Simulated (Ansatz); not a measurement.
A computed series for CuAu: response to strain

Take CuAu (space group P4/mmm, No. 123; a = 2.869 Å, c = 3.645 Å; relaxed with 0.1 eV smearing) as the base. Axes: x, y, z lie along a, b, c of the conventional cell.

Strains are applied to the cell and any free atomic positions relax.

Computed with PBE in Ansatz (plane waves to 420 eV, PAW, no SOC).

Notes on the quantities. energy relative to the base: free energy F; pressure: mean of the normal stresses, compression positive.

| case | energy relative to the base | pressure | volume per atom |
|---|---|---|---|
| base | 0 meV/atom | 0.0 GPa | 15.01 Å³ |
| uniaxial strain ε_zz = −3.00 % | +6.6 meV/atom | 4.6 GPa | 14.56 Å³ |
| uniaxial strain ε_zz = −2.50 % | +4.6 meV/atom | 3.8 GPa | 14.63 Å³ |
| uniaxial strain ε_zz = −2.00 % | +2.9 meV/atom | 3.0 GPa | 14.71 Å³ |
| uniaxial strain ε_zz = −1.00 % | +0.7 meV/atom | 1.4 GPa | 14.86 Å³ |
| uniaxial strain ε_zz = −0.50 % | +0.2 meV/atom | 0.7 GPa | 14.93 Å³ |
| uniaxial strain ε_zz = +0.50 % | +0.2 meV/atom | -0.7 GPa | 15.08 Å³ |
| uniaxial strain ε_zz = +1.00 % | +0.7 meV/atom | -1.3 GPa | 15.16 Å³ |
| uniaxial strain ε_zz = +2.00 % | +2.7 meV/atom | -2.6 GPa | 15.31 Å³ |
| uniaxial strain ε_zz = +2.50 % | +4.2 meV/atom | -3.2 GPa | 15.38 Å³ |

No phonon test of stability was made. The final runs are not spin-polarised.

Ansatz is an electronic-structure program.
